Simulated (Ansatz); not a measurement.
C (Fd-3m), PBE, rigid bands in Ansatz (a first-principles code): N_v = 4.12e19 cm⁻³ at 300 K and a hole conductivity mass of 0.493 mₑ.

### Question
For 1e17 holes per cm³ at 300 K, place the Fermi level, estimate the Seebeck coefficient of a parabolic band with constant τ, and give mobility and conductivity for τ = 5 fs.

### Answer
The level lies k_BT ln(N_v/p) = 0.156 eV above the valence-band maximum. S ≈ +(k_B/e)[ln(N_v/p) + 5/2] = 734 μV/K, against 730 μV/K from the full bands (mean over directions). μ = eτ/m = 17.8 cm²/(V·s) and σ = peμ = 0.286 S/cm. τ is assumed, not computed.

Band transport and this doping are assumed; polarons and phonon drag are left out. Spin-orbit coupling is left out. Geometry: cell and atoms relaxed with PBEsol.
